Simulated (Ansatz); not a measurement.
Density of states of TiRu (Pm-3m) near the Fermi level, PBEsol, rigid bands run with Ansatz (an electronic-structure program).

```
E − E_F (eV) | states/eV/cell
    -1.95 | #################### 3.57
    -1.85 | #################### 3.63
    -1.75 | ################# 3.18
    -1.65 | ############## 2.47
    -1.55 | ########### 2.03
    -1.45 | ########### 2.05
    -1.35 | ########### 2.00
    -1.25 | ########### 2.05
    -1.15 | ############# 2.41
    -1.05 | ############ 2.21
    -0.95 | ####### 1.34
    -0.85 | ##### 0.99
    -0.75 | #### 0.81
    -0.65 | #### 0.69
    -0.55 | ### 0.61
    -0.45 | ### 0.56
    -0.35 | ### 0.54
    -0.25 | ### 0.52
    -0.15 | ### 0.51
    -0.05 | ### 0.51
     0.05 | ### 0.52
     0.15 | ### 0.53
     0.25 | ### 0.56
     0.35 | ### 0.59
     0.45 | #### 0.65
     0.55 | ##### 0.91
     0.65 | ########## 1.79
     0.75 | ################# 3.13
     0.85 | ####################### 4.15
     0.95 | ############################ 5.07
     1.05 | ############################## 5.45
     1.15 | ########################### 4.82
     1.25 | ######################### 4.53
     1.35 | ##################### 3.85
     1.45 | #################### 3.57
     1.55 | ####################### 4.17
     1.65 | ######################### 4.53
     1.75 | ######################### 4.53
     1.85 | ################## 3.22
     1.95 | ################ 2.82
```

Q: With 2 atoms a cell, what bare Sommerfeld coefficient γ = (π²/3) k_B² N(E_F) follows?

A: N(E_F) ≈ 0.51 states/eV a cell at 300 K, so γ ≈ 0.60 mJ/(mol of atoms·K²), before electron-phonon enhancement.

Q: How far does the Fermi level move in a rigid band for 0.1 electron a cell added or removed?

A: 191 meV and -196 meV.

A metal at this level (no band gap); rigid bands, thermally averaged at 300 K, both spins. Spin-orbit coupling is left out. Geometry: cell and atoms relaxed with PBEsol.

Formula and space group known from diffraction (Crystallography Open Database), not checked to be the room-temperature form: TiRu (Pm-3m).
